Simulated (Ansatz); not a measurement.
Defect: O vacancy in beta Ga2O3 with all lengths changed by +1 %, charge state +2. Calculation: PBE, PAW (plane waves to 420 eV; Ansatz, an electronic-structure program).

Settings: 120 host sites, the strained lattice (strain from the relaxed PBE one, atoms relaxed), the Γ point alone, smearing 0.01 eV, spin-restricted, no image-charge correction. Energies are static. The charge state is imposed; whether it is stable for some Fermi level was not computed. Forms of the defect that were not tried may lie lower. The start lies 0.21 eV above the lowest site run (PBE).

Barriers: single points on a 2×2×2 k-point mesh shifted by half a step at the bands' geometries (they differ from the bands' own by up to 0.09 eV, and are uncertain by about as much).

The step: a nearby O atom hops onto the vacant site (strongly reconstructed ends). Atoms about the jump, Cartesian Å from the middle of the jump, before and after:

```
atom     x0     y0     z0     x1     y1     z1
----  -----  -----  -----  -----  -----  -----
O1    -0.76   0.77  -1.08   0.76  -0.77   1.08
Ga2   -0.07  -0.77  -1.74   0.96  -1.24  -0.64
Ga3    0.33   0.96   2.39   0.41   0.78   2.25
O4     0.71   2.32   1.02   0.76   2.34   1.08
O5    -1.51   0.77   1.79  -1.51   0.78   1.81
Ga6    0.28   2.32  -0.82   0.96   2.81  -0.64
O7     2.28   0.73   2.78   2.36   0.78   2.85
O8     3.24   0.76  -0.31   3.28   0.78  -0.34
Ga9    0.33  -2.51   2.39   0.37  -2.35   2.25
O10    1.67  -0.77  -2.32   1.73  -0.74  -2.22
O11    0.21  -0.77   3.46   0.25  -0.77   3.64
O12   -0.76  -2.32  -1.08  -0.57  -2.24  -1.11
O13   -1.51  -2.32   1.79  -1.56  -2.33   1.84
Ga14  -2.55  -0.77   1.50  -2.53  -0.76   1.54
Ga15   3.73   0.78   1.50   3.72   0.78   1.50
O16    3.24  -2.31  -0.31   2.97  -2.24  -0.30
O17   -3.04  -0.77  -0.30  -2.90  -0.73  -0.31
```

Question: Predict the transition state.

Answer: 
| atom | x | y | z |
|---|---|---|---|
| O1 | 0.57 | -0.04 | 0.48 |
| Ga2 | 0.52 | -1.06 | -0.92 |
| Ga3 | 0.38 | 0.87 | 2.18 |
| O4 | 0.81 | 2.49 | 1.11 |
| O5 | -1.57 | 0.86 | 1.88 |
| Ga6 | 0.61 | 2.47 | -0.67 |
| O7 | 2.32 | 0.77 | 2.81 |
| O8 | 3.36 | 0.79 | -0.34 |
| Ga9 | 0.33 | -2.44 | 2.35 |
| O10 | 1.71 | -0.81 | -2.28 |
| O11 | 0.22 | -0.78 | 3.49 |
| O12 | -0.68 | -2.39 | -1.17 |
| O13 | -1.53 | -2.28 | 1.78 |
| Ga14 | -2.52 | -0.71 | 1.53 |
| Ga15 | 3.73 | 0.80 | 1.50 |
| O16 | 3.16 | -2.29 | -0.32 |
| O17 | -2.86 | -0.72 | -0.32 |
It lies 1.50 eV above the start and 0.70 eV above the end. The saddle point's order was not checked.
